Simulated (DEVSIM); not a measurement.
Device: abrupt Si n-p junction, at 300 K.

Layer 1 from the left is Si, thickness (μm) 0.200, Nd (cm⁻³) 1.9e17, τn (s) 2.3e-6, τp (s) 2.3e-6. Layer 2 from the left is Si, thickness (μm) 1.90, Na (cm⁻³) 9.7e15, τn (s) 2.3e-6, τp (s) 2.3e-6.

Left contact: ohmic. Right contact: ohmic. Voltage is applied to the left contact. Recombination: SRH at mid-gap, Auger. Mobility is μmin + (μ − μmin)/(1 + (N/Nref)^α).

The device is made up for the run: typed textbook-type constants, with dimensions and the other settings drawn at random. Values at 300 K.

Si: gap (eV) 1.124, affinity (eV) 4.05, permittivity 11.7, Nc (cm⁻³) 2.86e19, Nv (cm⁻³) 3.1e19, μn (cm²/Vs) 1417, μp (cm²/Vs) 470, μn,min 52, μp,min 45, Nref,n 9.7e16, Nref,p 2.2e17, αn 0.68, αp 0.72, Cn (cm⁶/s) 2.8e-31, Cp (cm⁶/s) 9.9e-32.

Q: Estimate by hand the built-in potential, the peak field at zero bias, the capacitance at 1.5 V, and compare with a numerical solution.

A: 
- Built-in potential: ni = √(Nc Nv) exp(−Eg/2kT) = 1.08e10 cm⁻³ with Eg = 1.124 eV; Vbi = kT/q ln(Na Nd/ni²) = 0.786 V; numerical 0.786 V.
- Peak field at zero bias: depletion approximation: W = √(2εVbi/(qN)) = 0.332 μm with N = 9.23e15 cm⁻³; field = 2Vbi/W = 47400 V/cm; numerical 47300 V/cm.
- Capacitance at 1.5 V: C = √(qεN / 2(Vbi + |V|)) = 18.3 nF/cm²; numerical 18.5 nF/cm² (estimate below by 1.2 %).

Model (solved in DEVSIM): 1D drift-diffusion, Boltzmann statistics, complete ionisation; no tunnelling, impact ionisation, image-force lowering or self-heating.
